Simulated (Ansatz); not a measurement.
The reference is Cu in the fcc (Cu type) structure (space group Fm-3m, No. 225; a = 3.577 Å; relaxed with 0.1 eV smearing). Axes: x, y, z lie along the cube axes.

Method: r2SCAN (Ansatz, an electronic-structure program), spin-orbit coupling left out.

The change: uniaxial strain ε_zz = +1.00 %, all other strain components held at zero, atoms relaxed at fixed cell.

Predict the stress tensor and what it implies for the stiffness.

Stress of the strained cell less that of the base (GPa, compression positive):
```
   -1.4     0.0     0.0
    0.0    -1.4     0.0
    0.0     0.0    -2.0
```

Then −Δσ_ii/ε with ε = 0.0100 gives relaxed-ion elastic constants: C33 ≈ 197 GPa, C13 ≈ 138 GPa and C23 ≈ 138 GPa.

Whether these cells are dynamically stable was not tested. The final runs are not spin-polarised.
